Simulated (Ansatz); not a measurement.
LiF (Fm-3m), r2SCAN, rigid bands (Ansatz, a quantum-chemistry and plane-wave program): N_c = 2.15e19 cm⁻³ at 300 K and an electron conductivity mass of 0.887 mₑ.

Q: For 1e17 electrons per cm³ at 300 K, place the Fermi level, estimate the Seebeck coefficient of a parabolic band with constant τ, and give mobility and conductivity for τ = 10 fs.

A: The level lies k_BT ln(N_c/n) = 0.139 eV below the conduction-band minimum. S ≈ −(k_B/e)[ln(N_c/n) + 5/2] = -678 μV/K, against -675 μV/K from the full bands (mean over directions). μ = eτ/m = 19.8 cm²/(V·s) and σ = neμ = 0.318 S/cm. τ is assumed, not computed.

Band transport and this doping are assumed; polarons and phonon drag are left out. Spin-orbit coupling is left out. Geometry: cell and atoms relaxed with PBEsol.
